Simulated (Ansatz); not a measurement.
# Hypothetical CsCl type LaAs: pressure series

The reference is LaAs in the CsCl type structure (space group Pm-3m, No. 221; a = 3.743 Å; a hypothetical phase, not in the database extracts checked).

Cell and atoms are relaxed at each pressure.

All numbers come from Ansatz (an electronic-structure program), r2SCAN, PAW, cutoff 500 eV, no spin-orbit coupling.

Notes on the quantities. enthalpy: H = E + PV relative to the base's energy.

| variant | enthalpy | volume per atom |
|---|---|---|
| base | – | 26.23 Å³ |
| pressure −2 GPa | -0.33 eV/atom | 27.02 Å³ |
| pressure −1 GPa | -0.16 eV/atom | 26.61 Å³ |
| pressure 0.9 GPa | +0.15 eV/atom | 25.91 Å³ |
| pressure 2.1 GPa | +0.34 eV/atom | 25.50 Å³ |
| pressure 4.5 GPa | +0.72 eV/atom | 24.79 Å³ |
| pressure 9 GPa | +1.40 eV/atom | 23.66 Å³ |
| pressure 15 GPa | +2.26 eV/atom | 22.46 Å³ |
| pressure 22.5 GPa | +3.28 eV/atom | 21.28 Å³ |
| pressure 30 GPa | +4.25 eV/atom | 20.32 Å³ |

Load acts through the strain it causes; cell and atoms are relaxed under it. No phonon test of stability was made. Competing high-pressure phases were not computed. All final runs are without spin polarisation.
